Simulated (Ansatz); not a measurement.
Reference: CaSe (Fm-3m), r2SCAN, rigid bands (plane waves, PAW, scalar-relativistic; Ansatz, an electronic-structure program); geometry: cell and atoms relaxed with PBEsol.

```cif
data_CaSe
_chemical_formula_sum 'Ca1 Se1'
_space_group_name_H-M_alt 'P 1'
_space_group_IT_number 1
_cell_length_a 4.14958
_cell_length_b 4.14958
_cell_length_c 4.14958
_cell_angle_alpha 60.000
_cell_angle_beta 60.000
_cell_angle_gamma 60.000
loop_
_space_group_symop_operation_xyz
  'x, y, z'
loop_
_atom_site_label
_atom_site_type_symbol
_atom_site_fract_x
_atom_site_fract_y
_atom_site_fract_z
_atom_site_occupancy
Ca1 Ca 0.00000 0.00000 0.00000 1
Se1 Se 0.50000 0.50000 0.50000 1
```

* **band gap**: 2.44 eV
* **electron conductivity mass**: 0.39 mₑ
* **Seebeck coefficient, n-type 1e19 cm⁻³**: -298 μV/K

Question: Swap Ca for Mg, keeping the structure type. How do these values move?

Answer: MgSe (Fm-3m): volume per atom 25.3 to 20.2 Å³; band gap stays about the same (2.44 eV to 2.50 eV); electron conductivity mass falls (0.39 mₑ to 0.31 mₑ); Seebeck coefficient, n-type 1e19 cm⁻³ falls in size (-298 μV/K to -246 μV/K).

Moves up to 5 % count as about the same. Masses are for dilute carriers at 300 K, harmonic means over directions unless an axis is named. Seebeck coefficients are for the stated density at 300 K, with one relaxation time for all states and whether or not that doping can be reached. Spin-orbit coupling is left out.

Formula and space group known from diffraction (Crystallography Open Database), not checked to be the room-temperature form: CaSe (Fm-3m).
